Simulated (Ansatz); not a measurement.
# Convergence test for SrGaSn (P6_3/mmc, 12 atoms in the cell)

```
CELL_PARAMETERS angstrom
      4.55200     0.00000     0.00000
     -2.27600     3.94215     0.00000
      0.00000     0.00000    18.66400
ATOMIC_POSITIONS crystal
  Ga 0.33333 0.66667 0.16170
  Ga 0.66667 0.33333 0.66170
  Ga 0.33333 0.66667 0.33830
  Ga 0.66667 0.33333 0.83830
  Sr 0.00000 0.00000 0.00000
  Sr 0.00000 0.00000 0.50000
  Sn 0.33333 0.66667 0.61620
  Sn 0.66667 0.33333 0.11620
  Sn 0.33333 0.66667 0.88380
  Sn 0.66667 0.33333 0.38380
  Sr 0.00000 0.00000 0.25000
  Sr 0.00000 0.00000 0.75000
```

Method: r2SCAN, default PAW files made with PBE (plane waves; Ansatz, an electronic-structure program).

The starting cell comes from a database of published, mostly measured structures (it also holds non-ambient and calculated ones), without a prior relaxation at this level. Ansatz's pressure includes its estimate of the finite-basis (Pulay) stress. Without a gap this mesh is coarse (it stands for a supercell whose shortest vector is 18 Å).

Held fixed: basis.ecutwfc = 500 eV; kpoints.mp_grid.grid = 4 4 1; hamiltonian.xc = r2scan; hamiltonian.pseudopotentials = {kind: paw} (the program's default PAW files); scf.occupations.method = cold; scf.occupations.width = 0.136 eV.

ΔF is the free energy per atom less that of the last row (1e-12 eV).

Ansatz starts here from atomic densities corrected by a trained network and corrects its stress for the error left by an unfinished SCF, so loose thresholds cost less than they might elsewhere.

The series runs over scf.convergence.dr2_threshold = 0.1 eV; 0.01 eV; 0.001 eV; 0.0001 eV; 1e-05 eV; 1e-06 eV; 1e-08 eV; 1e-10 eV; 1e-12 eV.

Question: From which setting on does the largest force stay within 0.005 eV/Å of the last one?

Answer: From scf.convergence.dr2_threshold = 0.01 eV on; the one before it is off by 0.010 eV/Å. The value it settles on is 0.081 eV/Å at this level of theory and with the other settings as held.

| scf.convergence.dr2_threshold | ΔF (meV/atom) | pressure (GPa) | largest force (eV/Å) | iterations |
|---|---|---|---|---|
| 0.1 eV | 0.22 | 0.70 | 0.071 | 3 |
| 0.01 eV | 0.01 | 0.67 | 0.078 | 4 |
| 0.001 eV | 0.01 | 0.67 | 0.078 | 4 |
| 0.0001 eV | 0.00 | 0.67 | 0.080 | 5 |
| 1e-05 eV | 0.00 | 0.67 | 0.081 | 6 |
| 1e-06 eV | 0.00 | 0.67 | 0.081 | 7 |
| 1e-08 eV | 0.00 | 0.67 | 0.081 | 9 |
| 1e-10 eV | 0.00 | 0.67 | 0.081 | 12 |
| 1e-12 eV | 0.00 | 0.67 | 0.081 | 14 |

Keys are those of Ansatz 0.2.
